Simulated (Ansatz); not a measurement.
```yaml
crystal:
  lattice:
    - [-2.35763, 2.35763, 4.94808]
    - [2.35763, -2.35763, 4.94808]
    - [2.41297, 2.41297, -4.94808]
  atoms:
    - { symbol: In, position: [0.49835, 0.49835, 0.00000] }
    - { symbol: In, position: [0.24914, 0.74914, 0.50000] }
    - { symbol: Mg, position: [0.99915, 0.99915, 0.00000] }
    - { symbol: O, position: [0.32925, 0.84563, 0.95139] }
    - { symbol: O, position: [0.89424, 0.37786, 0.04861] }
    - { symbol: O, position: [0.15466, 0.10909, 0.48388] }
    - { symbol: O, position: [0.62521, 0.67077, 0.51612] }
```

A single point on hypothetical I-4 MgIn2O4 with a change (tensor shear ε_xy = +1.16 %), its geometry relaxed with PBEsol.

Level of theory: Ansatz (an electronic-structure program) PBEsol, noncollinear with spin-orbit coupling. Γ-centred 10×10×10 mesh, Fermi–Dirac width 0.05 eV.

Problem. What is the computed electron mass?

Solution. 0.29 mₑ (at Γ).

Problem. Estimate the smallest direct gap.

Solution. 1.42 eV.

Problem. Estimate the pressure.

Solution. -0.06 GPa.

Problem. Estimate the gap character.

Solution. Indirect, M₂ → Γ.

Single points use the geometry relaxed with PBEsol. The cells carry an imposed strain or load. Masses are band curvatures over ±0.01 Å⁻¹ around the edge. Whether these cells are dynamically stable was not tested. The cell was made from MgIn₂O₄ (space group I-4, No. 82; a hypothetical phase, not in the database extracts checked) by this change: tensor shear ε_xy = +1.16 %.
